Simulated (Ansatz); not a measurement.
**TiAl: response to strain**

Base system: TiAl (space group P4/mmm, No. 123; relaxed with 0.1 eV smearing).

TiAl is taken in the tetragonal space group P4/mmm (No. 123), Pearson symbol tP2. Cell: a = 2.7963 Å, b = 2.7963 Å, c = 4.0381 Å, α = 90.00°, β = 90.00°, γ = 90.00°. Ti on 1a sees 4 Ti at 2.796 Å and 8 Al at 2.826 Å (cuboctahedral). Al on 1d sees 4 Al at 2.796 Å and 8 Ti at 2.826 Å (cuboctahedral). (Neighbours: up to the widest gap in distance over summed covalent radii, below 1.35, at either atom.)

Strains are applied to the cell and any free atomic positions relax.

All numbers come from PBEsol (Ansatz, an electronic-structure program; PAW; 420 eV plane waves; no spin-orbit coupling).

Notes on the quantities. energy relative to the base: free energy F.

```json
[
 {"isotropic strain (%)": "-3", "energy relative to the base (meV/atom)": "52.2"},
 {"isotropic strain (%)": "-2.5", "energy relative to the base (meV/atom)": "35.8"},
 {"isotropic strain (%)": "-2", "energy relative to the base (meV/atom)": "22.6"},
 {"isotropic strain (%)": "-1.5", "energy relative to the base (meV/atom)": "?"},
 {"isotropic strain (%)": "-1", "energy relative to the base (meV/atom)": "5.5"},
 {"isotropic strain (%)": "0", "energy relative to the base (meV/atom)": "0.0"},
 {"isotropic strain (%)": "1.5", "energy relative to the base (meV/atom)": "11.4"},
 {"isotropic strain (%)": "2", "energy relative to the base (meV/atom)": "20.1"},
 {"isotropic strain (%)": "2.5", "energy relative to the base (meV/atom)": "30.9"}
]
```

**Question.** Fit ΔE = Aε² + Bε³ (ε in %) to the rows shown and predict the withheld row.

**Answer.** Least squares on the printed values gives A = 5.33 and B = -0.16 meV/atom (largest residual 0.1 meV/atom); this predicts 12.5 meV/atom, and the run gives 12.5 meV/atom, in agreement.

Whether these cells are dynamically stable was not tested. The final runs are not spin-polarised.
